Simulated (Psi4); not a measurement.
Psi4 1.11, PBE0/def2-svp: V(O)(F)2(Cl) ([O]=[V]([F])([F])[Cl]), 5 atoms. The geometry is a generated start, not checked to be a minimum at this level.

| Quantity | Result |
|---|---|
| task | energy |
| method | pbe0 |
| basis | def2-svp |
| memory | 3 GB |
| maxiter | 100 |
| keys of the molecule block | symmetry c1 |
| scf_type | df (default) |
| guess | auto, which took SAD (default) |
| scf_initial_accelerator | adiis (default) |
| e_convergence | 1e-06 (default) |
| d_convergence | 1e-06 (default) |
| dft_radial_points | 75 (default) |
| dft_spherical_points | 302 (default) |
| basis functions | 91 |
| grid points | 109480 |

```xyz
5

V      0.0736    -0.1170    -0.0154
O      0.8799     0.2645    -1.2425
F      1.0603    -0.2814     1.2673
F     -0.9314    -1.3470    -0.3642
Cl    -1.0823     1.4809     0.3548
```

Charge 0 and multiplicity 1 are set for this test and not shown to be the ground state.

One run each on 2 threads. Values of diis_max_vecs tried: 3, 6, 10 (default), 20.

How does the count of SCF iterations change with diis_max_vecs, and where is it least?

Fewest SCF iterations, within one of each other: 6 with 10, 10 (default) with 11, 20 with 11. The count rises to 28 at 3. All converge to one solution.

```tsv
diis_max_vecs	SCF iterations	end
3	28	same solution
6	10	same solution
10 (default)	11	same solution
20	11	same solution
```
